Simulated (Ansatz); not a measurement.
**Ag: pressure series**

The parent structure is Ag in the fcc (Cu type) structure (space group Fm-3m, No. 225).

```
CELL_PARAMETERS angstrom
      0.00000     2.02719     2.02719
      2.02719     0.00000     2.02719
      2.02719     2.02719     0.00000
ATOMIC_POSITIONS crystal
  Ag 0.00000 0.00000 0.00000
```

Cell and atoms are relaxed at each pressure.

Calculations: Ansatz (a quantum-chemistry and plane-wave program), PBEsol, PAW, cutoff 420 eV, without spin-orbit coupling.

```json
[
 {"pressure (GPa)": "-2", "volume per atom (Å³/atom)": "16.960"},
 {"pressure (GPa)": "0", "volume per atom (Å³/atom)": "16.662"},
 {"pressure (GPa)": "0.9", "volume per atom (Å³/atom)": "16.540"},
 {"pressure (GPa)": "2.1", "volume per atom (Å³/atom)": "16.384"},
 {"pressure (GPa)": "4.5", "volume per atom (Å³/atom)": "16.100"},
 {"pressure (GPa)": "9", "volume per atom (Å³/atom)": "15.640"},
 {"pressure (GPa)": "15", "volume per atom (Å³/atom)": "?"},
 {"pressure (GPa)": "22.5", "volume per atom (Å³/atom)": "14.618"},
 {"pressure (GPa)": "30", "volume per atom (Å³/atom)": "14.191"}
]
```

Fit the third-order Birch–Murnaghan form P(V) = (3B₀/2)[(V₀/V)^(7/3) − (V₀/V)^(5/3)]·[1 + (3/4)(B₀′ − 4)((V₀/V)^(2/3) − 1)] (squares taken in P) to the rows shown and predict the withheld row.

Least squares on the printed values gives V₀ = 16.663 Å³/atom, B₀ = 119 GPa, B₀′ = 5.6; this predicts 15.134 Å³/atom, and the run gives 15.134 Å³/atom, in agreement.

Measured bulk modulus of Ag: 110 GPa (static lattice; corrected from measurement; as listed in H. Levämäki et al., Physical Review B (2014)); the computed value is 8 % above it.

Load acts through the strain it causes; cell and atoms are relaxed under it. Stability against distortions was not tested. Competing high-pressure phases were not computed.
